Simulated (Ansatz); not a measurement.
Abridged Ansatz (an electronic-structure program) output:

```
Relaxation: its limit of steps is 50 (relax.max_steps)
Pseudopotential: Ti, paw, valence charge 12
Crystal: 2 atoms, lattice volume = 33.238 Å³
Basis set: ecut = 420 eV, 639 PW (Γ), exchange–correlation on 40×40×64 points (8 copies of the dense FFT grid, shifted against one another)
Bands: 16, of which v1, the nominal top of the filled ones, is band 12 counted from 1 (11 counted from 0)
Symmetry: 24 space group operations
k-points: 392 of 6877
Functional: x = pbesol(κ = 0.804, μ = 0.12345679012345678), c = pbesol(β = 0.046)
SCF iter   1: F=—  HF=-4947.832154 eV  |F-HF|=—  |Δ(HF+E_count)|=         —  Δρ=7.68e-3  dr2=1.49e-2  ethr=1.77e-3  ⟨swp⟩=3.6  Hψ=25308  notcnv=0
SCF iter   2: F=—  HF=-4947.827790 eV  |F-HF|=—  |Δ(HF+E_count)|=   4.36e-3  Δρ=3.45e-3  dr2=3.12e-3  ethr=6.21e-5  ⟨swp⟩=2.2  Hψ=10700  notcnv=0
SCF 1 converged in 6 iterations: F = -4947.826911 eV  dr2 = 2.53e-10
relax step   1: F+E_penalty+E_count = -4947.82691146 eV  Δ(F+E_penalty+E_count) = +0.000e0 eV  max|allowed force component| = 1.388e-16 eV/Å  Δτ_max = 0.0000 Å  P = +0.889 GPa  Ω = 33.238 Å³  fix = [a, b, gamma]  reactions: a +1.161, b +1.161 GPa  (6 SCF iters, dr2 threshold 1.00e-7 eV, accepted)
[... steps on the carried basis left out ...]
relax step   3: F+E_penalty+E_count = -4947.82696972 eV  Δ(F+E_penalty+E_count) = -5.975e-6 eV  max|allowed force component| = 2.174e-16 eV/Å  Δτ_max = 0.0000 Å  P = +0.676 GPa  Ω = 33.296 Å³  energy of the carried Pulay correction = -3.842e-6 eV  fix = [a, b, gamma]  reactions: a +1.014, b +1.014 GPa  (6 SCF iters, dr2 threshold 2.34e-8 eV, accepted)
Crystal: 2 atoms, lattice volume = 33.296 Å³
SCF iter   1: F=—  HF=-4947.826997 eV  |F-HF|=—  |Δ(HF+E_count)|=         —  Δρ=1.20e-6  dr2=7.52e-11  ethr=3.21e-10  ⟨swp⟩=3.1  Hψ=44160  notcnv=0
SCF iter   2: F=—  HF=-4947.826974 eV  |F-HF|=—  |Δ(HF+E_count)|=   2.34e-5  Δρ=5.92e-7  dr2=2.49e-11  ethr=3.13e-13 (applied; sched 1.00e-12)  ⟨swp⟩=2.0  Hψ=11700  notcnv=0
SCF 4 converged in 8 iterations: F = -4947.826974 eV  dr2 = 3.30e-18
SCF converged after 8 iterations
Free energy (F): -4947.826974 eV
Internal energy: -4947.752996 eV  (E = F + TS)
E sigma→0 (E₀):  -4947.789985 eV
Entropy (-TS):   -0.073978 eV (-36.989 meV/atom)
Fermi energy:    13.907926 eV
--- Forces (eV/Å), atoms counted from 1 ---
  atom   1  Ti    -0.00000000    -0.00000000     0.00000000
  atom   2  Ti     0.00000000     0.00000000    -0.00000000
--- Stress (GPa, compression-positive) ---
        1.013694       0.000000       0.000000
        0.000000       1.013694       0.000000
        0.000000       0.000000      -0.000264
  P = ⅓ Tr σ = 0.6757 GPa (6.757 kbar)
--- Relaxed structure (3 steps of the walk, 3 accepted, 1 SCFs on fresh bases) ---
  cell:  # Å, volume = 33.2961 Å³
    - [2.887127103939263, -2.8867547762472395e-11, 0.0]
    - [1.4435635519946315, 2.5003254159515635, 0.0]
    - [0.0, 0.0, 4.612442937719925]
  atoms:
    - { symbol: Ti, position: [0.6666666666666666, 0.6666666666666667, 0.7500000000000002] }
    - { symbol: Ti, position: [0.3333333333333333, 0.33333333333333337, 0.25000000000000006] }
```

Problem. What was computed, and what are the main results?

Solution. Ti, 2 atoms in the cell, with PBEsol (Ansatz; PAW; 420 eV plane waves; without spin-orbit coupling). The last SCF converged to F = -4947.826974 eV, or -2473.9135 eV per atom, at a pressure of 0.68 GPa. The total energy compares only with runs of the same code, potentials and settings.

The cells carry an imposed strain or load. Stability against distortions was not tested. All final runs are without spin polarisation. The cell was made from Ti in the hcp (Mg type) structure (space group P6_3/mmc, No. 194) by this change: biaxial strain −0.50 %, plane normal [001], relaxed out of plane.

Keys are those of Ansatz 0.2.
